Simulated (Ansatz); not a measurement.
We consider zinc-blende NaF (model structure), described by PBEsol (plane waves, PAW; Ansatz, a quantum-chemistry and plane-wave program).

Settings: plane-wave cutoff 500 eV, 10×10×10 k mesh, gaussian smearing 0.02 eV, scalar-relativistic PAW data made under PBE.

Cell (relaxed at this level):

NaF is taken in the cubic space group F-43m (No. 216), the zinc blende structure, Pearson symbol cF8. Conventional cell: a = 5.091 Å, b = 5.091 Å, c = 5.091 Å, α = 90.00°, β = 90.00°, γ = 90.00°. Na on 4a sees 4 F at 2.205 Å (tetrahedral). F on 4d is surrounded by 4 Na at 2.205 Å (tetrahedral). (Neighbours: up to the widest gap in distance over summed covalent radii, below 1.35, at either atom; cation-cation and far metal-metal contacts left out.)
(The calculation used a cell of 2 atoms; values per cell refer to that cell.)

Predict the band gap.


- band gap: 5.53 eV (on the SCF k mesh)

Note: the relaxation could raise the start's symmetry but not lower it, so the cell can be a saddle point.

A model structure was made by putting elements into a prototype or built by hand; it is no filed structure, need not be a known phase, and can be a saddle point held by its symmetry.
